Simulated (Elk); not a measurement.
# Sensitivity of a calculation on MgO (Fm-3m, 2 atoms in the cell) to its settings

Space group Fm-3m (No. 225); a = b = c = 4.194 Å, α = β = γ = 90.00°

```json
[
 {"atom": "Mg", "site": "4a", "symmetry": "m-3m", "x": "0.0000", "y": "0.0000", "z": "0.0000"},
 {"atom": "O", "site": "4b", "symmetry": "m-3m", "x": "0.5000", "y": "0.5000", "z": "0.5000"}
]
```
(The calculation used a cell of 2 atoms; values per cell refer to that cell.)

Base run A: Elk with PBEsol, all-electron FP-LAPW, Elk's shipped species files, APW+lo basis with extra local orbitals, self-consistent single point.

Its settings: xctype = 22; rgkmax = 7.5; stype = 3; swidth = 0.000367493 Ha; ngridk = 13 13 13; vkloff = 0.5 0.5 0.5; tforce = true; gmaxvr = 18 1/bohr; lmaxapw = 10; lmaxo = 8; nxlo = 2; lorbcnd = true; lradstp = 2; nrmtscf = 2; rmtscf = 0.93; lmaxi = 4.

The starting cell comes from a database of computed structures (which also holds hypothetical and non-ambient phases and stackings), without a prior relaxation at this level. Values depend on the basis (sphere radii, cutoffs, local orbitals), which need not be converged. The shifted mesh does not hold Γ, so a gap read on it misses any band edge there.

ΔF is the free energy per atom less that of run A. 

Run A gave: gap on the mesh (eV) 4.901; basis size 346.

Runs:
- B: gmaxvr: 18 1/bohr → 8.1 1/bohr
- C: epspot: default → 3.7e-07 Ha; epsengy: default → 3.7e-05 Ha
- D: rgkmax: 7.5 → 8.55
- E: lattice scaled by 0.97; rgkmax: 7.5 → 5.81
- F: rgkmax: 7.5 → 8.5
- G: nxlo: 2 → 1; lorbcnd: true → default
- H: lmaxapw: 10 → 6; lmaxo: 8 → 6

Q: What does run D change against A?

A: The free energy falls by 15.3 meV/atom and the gap on the mesh goes from 4.901 to 4.890 eV.

Q: What does run B change against A?

A: The free energy drops by 9.4 meV/atom and the gap on the mesh goes from 4.901 to 4.865 eV.

| run | ΔF (meV/atom) | gap on the mesh (eV) | basis size |
|---|---|---|---|
| A | 0.00 | 4.901 | 346 |
| B | -9.4 | 4.865 | 346 |
| C | -0.01 | 4.901 | 346 |
| D | -15.3 | 4.890 | 410 |
| E | 309.5 | 5.906 | 263 |
| F | -15.0 | 4.890 | 409 |
| G | 3.4 | 4.902 | 170 |
| H | -21.5 | 4.909 | 282 |
